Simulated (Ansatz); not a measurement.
Consider K2S in the anti-fluorite structure (space group Fm-3m, No. 225; a = 7.336 Å). Axes: x, y, z lie along the cube axes.

Calculations: Kohn–Sham DFT with the PBEsol functional, run in Ansatz (an electronic-structure program) with PAW and 420 eV plane waves, without spin-orbit coupling.

Before the change:

The smallest direct gap is 2.58 eV. The volume per atom comes out as 32.90 Å³. The valley order is Γ 2.35 eV; X along ⟨100⟩ 3.42 eV.

It is then changed as follows: compressive biaxial strain of 0.42 % in the plane normal to [111], as in epitaxy on a mismatched substrate; the out-of-plane cell vector and the atoms relax.

Q: Estimate the effect on the smallest direct gap, volume per atom and valley order.

A: The smallest direct gap rises by 0.01 eV to 2.59 eV; the volume per atom falls by 0.15 Å³ (32.90 Å³ → 32.75 Å³); the valley order (the lowest conduction-band minima on the path, energy above the VBM, named in the base's zone) becomes Γ 2.35 eV; X along [010] 3.42 eV (base: Γ 2.35 eV; X along ⟨100⟩ 3.42 eV).

Whether these cells are dynamically stable was not tested.
